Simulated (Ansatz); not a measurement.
Functionals compared on the (111)B surface of zinc-blende GaAs, As-terminated, 2x2 with 3 NH2 on 4 top atoms (bottom of the slab: 3 H on 4 bottom sites), in Ansatz (plane waves, PAW). The structure was relaxed with PBE; the other rows are single points on it. Cutoff 420 eV (500 eV for r2SCAN).

Set-up: 44 atoms, 14.9 Å thick at the start with caps and adatoms; mesh 3x3x1; 0.025 eV smearing; dipole correction on; 8 atoms held, the rest relaxed; no symmetry held; no spin, no spin-orbit, no U. It is one candidate, not shown to be the stable structure of the face. These notes are the PBE run's.

```tsv
functional	gap of the slab on its k-mesh (eV)	highest filled level below the top vacuum level (eV)	rough cost of the single point
PBE	0.64	4.27	–
r2SCAN	(withheld)	(withheld)	about 7 core-minutes (a rough figure)
```

Problem. Complete the blanks.

Solution. 
- r2SCAN, gap of the slab on its k-mesh (eV): 0.99
- r2SCAN, highest filled level below the top vacuum level (eV): 4.47

Ansatz is a first-principles code.
